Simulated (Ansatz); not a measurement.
Nb5Si3 under a change: pressure 3 GPa

Base system: Nb$_{5}$Si$_{3}$ (space group I4/mcm, No. 140; a = 6.549 Å, c = 11.806 Å).

Now apply this change: a hydrostatic pressure of 3 GPa.

Calculations: PBEsol (Ansatz, a quantum-chemistry and plane-wave program; PAW; 420 eV plane waves; spin-orbit coupling left out). Γ-centred 8×8×8 mesh, Fermi–Dirac width 0.05 eV.

| quantity | base | changed | shift |
|---|---|---|---|
| volume per atom | 15.82 Å³ | 15.60 Å³ | -0.22 Å³ |
| lattice parameter a | 6.549 Å | 6.519 Å | -0.0293 Å |
| c/a ratio | 1.803 | 1.802 | -0.001 |
| shortest interatomic distance | 2.396 Å | 2.386 Å | -0.010 Å |
| band gap | zero | zero | – |

Final structure:

```yaml
crystal:
  lattice:
    - [-3.25970, 3.25970, 5.87303]
    - [3.25970, -3.25970, 5.87303]
    - [3.25970, 3.25970, -5.87303]
  atoms:
    - { symbol: Nb, position: [0.01659, 0.18462, 0.50000] }
    - { symbol: Nb, position: [0.98341, 0.81538, 0.50000] }
    - { symbol: Nb, position: [0.18462, 0.68462, 0.16803] }
    - { symbol: Nb, position: [0.81538, 0.31538, 0.83197] }
    - { symbol: Nb, position: [0.68462, 0.51659, 0.50000] }
    - { symbol: Nb, position: [0.31538, 0.48341, 0.50000] }
    - { symbol: Nb, position: [0.51659, 0.01659, 0.83197] }
    - { symbol: Nb, position: [0.48341, 0.98341, 0.16803] }
    - { symbol: Nb, position: [0.50000, 0.50000, 0.00000] }
    - { symbol: Nb, position: [0.00000, 0.00000, 0.00000] }
    - { symbol: Si, position: [0.12939, 0.62939, 0.75877] }
    - { symbol: Si, position: [0.87061, 0.37061, 0.24123] }
    - { symbol: Si, position: [0.62939, 0.87061, 0.50000] }
    - { symbol: Si, position: [0.37061, 0.12939, 0.50000] }
    - { symbol: Si, position: [0.75000, 0.75000, 0.00000] }
    - { symbol: Si, position: [0.25000, 0.25000, 0.00000] }
```

Load acts through the strain it causes; cell and atoms are relaxed under it. Whether these cells are dynamically stable was not tested. The final runs are not spin-polarised.
